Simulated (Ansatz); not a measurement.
Defect calculation: Zn interstitial in zinc-blende BAs

Computed with PBE, PAW (plane waves to 420 eV; Ansatz, a quantum-chemistry and plane-wave program). A 2×2×2 supercell of 64 sites was used; the energies come from a 2×2×2 shifted sampling of its zone. Site at the start: void with 4As nearest. Energies of charged states are corrected for periodic images (point charge plus alignment at distant sites). Dielectric constants: PBE linear response of the host. Host gap at this level: 1.20 eV. These values are not converged in cell size to better than tenths of an eV. The semilocal functional narrows the gap, so deep levels can fall outside it. Spin–orbit coupling is left out. Each state is the lowest found from its start.

The name describes the start; the neighbours show where the added atom ended.

```json
[
 {"charge": "+2", "moment (μB)": "not spin-polarised", "largest move off a lattice site (Å)": "0.20", "neighbours of the added atom at the end (Å)": "As 2.28, As 2.28, As 2.28, As 2.28", "image correction with alignment (eV)": "1.22"},
 {"charge": "+1", "moment (μB)": "1.0", "largest move off a lattice site (Å)": "0.21", "neighbours of the added atom at the end (Å)": "As 2.29, As 2.29, As 2.29, As 2.29", "image correction with alignment (eV)": "0.44"},
 {"charge": "0", "moment (μB)": "not spin-polarised", "largest move off a lattice site (Å)": "0.22", "neighbours of the added atom at the end (Å)": "As 2.30, As 2.30, As 2.30, As 2.30", "image correction with alignment (eV)": "0.00"}
]
```

Not the lowest form: the same atoms on another site or from another start ended lower, by 1.28 eV at charge +2; by 1.19 eV at charge +1; by 1.19 eV at charge 0. The levels below are those of this configuration alone.

Transition levels above the valence-band maximum: ε(+2/+1) = 0.45 eV; ε(+1/0) = 0.94 eV.
